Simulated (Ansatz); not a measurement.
Converging shifted k-point meshes: GaGeTe (R3m, 6 atoms in the cell)

```yaml
crystal:
  lattice:
    - [2.02998, 1.17201, 11.96889]
    - [-2.02998, 1.17201, 11.96889]
    - [0.00000, -2.34402, 11.96889]
  atoms:
    - { symbol: Ga, position: [0.25598, 0.25598, 0.25598] }
    - { symbol: Ga, position: [0.74541, 0.74541, 0.74541] }
    - { symbol: Ge, position: [0.32224, 0.32224, 0.32224] }
    - { symbol: Ge, position: [0.67776, 0.67776, 0.67776] }
    - { symbol: Te, position: [0.11363, 0.11363, 0.11363] }
    - { symbol: Te, position: [0.88637, 0.88637, 0.88637] }
```

Level of theory: PBEsol, default PAW files made with PBE (plane waves; Ansatz, a first-principles code).

Base settings: basis.ecutwfc = 420 eV; kpoints.mp_grid.grid = 5 5 5; hamiltonian.xc = pbesol; hamiltonian.pseudopotentials = {kind: paw} (the program's default PAW files); scf.occupations.method = gaussian; scf.occupations.width = 0.05 eV.

In this ladder: kpoints.mp_grid.shift = 0.5 0.5 0.5.

Shifted meshes do not hold Γ, so a gap read on them misses any band edge there.

Only quantities that move along the ladder and can be compared are tabulated.

The starting cell comes from a database of computed structures (which also holds hypothetical and non-ambient phases and stackings), without a prior relaxation at this level. Its lattice was rescaled by up to half a per cent. One atom was moved a little off its site on purpose. Spin-orbit coupling is off. Ansatz's pressure includes its estimate of the finite-basis (Pulay) stress.

```csv
kpoints.mp_grid.grid,free energy less the last step's (meV/atom),pressure (GPa),largest difference of a force vector from the last step's (eV/Å),gap on the mesh (eV)
2 2 2,566.82,3.90,0.154,0.880
3 3 3,141.46,0.83,0.107,0.273
4 4 4,42.71,0.16,0.053,0.594
5 5 5,15.97,-0.06,0.022,0.280
6 6 6,6.24,-0.14,0.009,0.453
7 7 7,2.67,-0.17,0.004,0.280
8 8 8,1.23,-0.18,0.003,0.388
10 10 10,0.31,-0.18,0.001,0.353
12 12 12,0.09,-0.18,0.000,0.332
15 15 15,0.02,-0.18,0.000,0.279
18 18 18,0.00,-0.18,0.000,0.304
20 20 20,0.00,-0.18,0.000,0.299
```

Coarsest kpoints.mp_grid.grid that holds the free energy within 1 meV/atom of the last step, with all finer ones: 10 10 10; the step before is off by 1.2 meV/atom.

Coarsest kpoints.mp_grid.grid that holds the forces within 0.005 eV/Å of the last step, with all finer ones: 7 7 7; the step before is off by 0.009 eV/Å.

The gap on the mesh jumps up and down from mesh to mesh; it is no smooth measure of convergence.

Keys are those of Ansatz 0.2.
